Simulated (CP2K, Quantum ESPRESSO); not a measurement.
A CP2K input for a self-consistent single point of CrBW (Fmmm, 6 atoms in the cell) (DFT LDA (Pade form), GPW, DZVP-MOLOPT-SR-GTH basis, GTH-PADE potentials (GTH_POTENTIALS)):

```
&GLOBAL
  PROJECT run
  RUN_TYPE ENERGY_FORCE
  PRINT_LEVEL MEDIUM
&END GLOBAL
&FORCE_EVAL
  METHOD Quickstep
  STRESS_TENSOR ANALYTICAL
  &DFT
    BASIS_SET_FILE_NAME BASIS_MOLOPT
    POTENTIAL_FILE_NAME GTH_POTENTIALS
    &QS
      METHOD GPW
      EPS_DEFAULT 1E-10
    &END QS
    &MGRID
      CUTOFF 600
      REL_CUTOFF 40
      NGRIDS 5
    &END MGRID
    &SCF
      SCF_GUESS ATOMIC
      EPS_SCF 1E-6
      MAX_SCF 100
      ADDED_MOS 11
      &DIAGONALIZATION
        ALGORITHM STANDARD
      &END DIAGONALIZATION
      &MIXING
        METHOD BROYDEN_MIXING
        ALPHA 0.2
        NBUFFER 10
        BETA 1.5
      &END MIXING
      &SMEAR ON
        METHOD FERMI_DIRAC
        ELECTRONIC_TEMPERATURE [K] 1160.45
      &END SMEAR
    &END SCF
    &KPOINTS
      SCHEME MONKHORST-PACK 6 6 6
      GAMMA_CENTERED T
    &END KPOINTS
    &XC
      &XC_FUNCTIONAL PADE
      &END XC_FUNCTIONAL
    &END XC
    &PRINT
      &MO
        EIGENVALUES T
        OCCUPATION_NUMBERS T
        NDIGITS 8
        FILENAME mo
        &EACH
          QS_SCF 0
        &END EACH
        ADD_LAST NUMERIC
      &END MO
      &MULLIKEN ON
      &END MULLIKEN
    &END PRINT
  &END DFT
  &SUBSYS
    &CELL
      A 5.29224100 0.00000000 0.00000000
      B 2.68244500 3.47080100 0.00000000
      C 2.60979600 -0.56321400 3.42479900
      PERIODIC XYZ
    &END CELL
    &COORD
      SCALED
      Cr       0.32893000     0.67107000     0.32893000
      Cr       0.67107000     0.32893000     0.67107000
      B        0.75000000     0.75000000     0.75000000
      B        0.25000000     0.25000000     0.25000000
      W        0.16570000     0.16570000     0.83430000
      W        0.83430000     0.83430000     0.16570000
    &END COORD
    &KIND Cr
      BASIS_SET DZVP-MOLOPT-SR-GTH-q14
      POTENTIAL GTH-PADE-q14
    &END KIND
    &KIND B
      BASIS_SET DZVP-MOLOPT-SR-GTH-q3
      POTENTIAL GTH-PADE-q3
    &END KIND
    &KIND W
      BASIS_SET DZVP-MOLOPT-SR-GTH-q14
      POTENTIAL GTH-PADE-q14
    &END KIND
  &END SUBSYS
  &PRINT
    &FORCES ON
    &END FORCES
    &STRESS_TENSOR ON
    &END STRESS_TENSOR
  &END PRINT
&END FORCE_EVAL
```

**Question.** Write the same calculation as an input for Quantum ESPRESSO.

**Answer.** This is the input that was run; spellings and numerical settings could be chosen otherwise.

```fortran
&control
  calculation = 'scf',
  prefix = 'crbw',
  outdir = './work',
  pseudo_dir = './',
  tprnfor = .true.,
  tstress = .true.,
/
&system
  ibrav = 10,
  celldm(1) = 8.489753352,
  celldm(2) = 1.65446210911,
  celldm(3) = 1.67733179836,
  nat = 6,
  ntyp = 3,
  ecutwfc = 50,
  ecutrho = 400,
  occupations = 'smearing',
  smearing = 'fd',
  degauss = 0.0073499,
/
&electrons
  conv_thr = 1e-10,
/
ATOMIC_SPECIES
Cr    51.9961  cr_lda_v1.5.uspp.F.UPF
B     10.8100  b_lda_v1.4.uspp.F.UPF
W    183.8400  w_lda_v1.2.uspp.F.UPF
ATOMIC_POSITIONS crystal
Cr   -1.328930000    0.328930000    0.328930000
Cr   -1.671070000    0.671070000    0.671070000
B    -2.250000000    0.750000000    0.750000000
B    -0.750000000    0.250000000    0.250000000
W    -1.165700000    0.165700000    0.834300000
W    -1.834300000    0.834300000    0.165700000
K_POINTS automatic
6 6 6  0 0 0
```

Basis, cutoffs, solver keys and any potentials are the target program's own. This input uses DFT, LDA (PZ), plane waves, GBRV 1.5 ultrasoft (LDA) pseudopotentials. LDA parametrisations can differ slightly between programs.

The starting cell comes from a database of computed structures (which also holds hypothetical and non-ambient phases and stackings), without a prior relaxation at this level. For this run, on top of that: lattice scaled by 0.98.
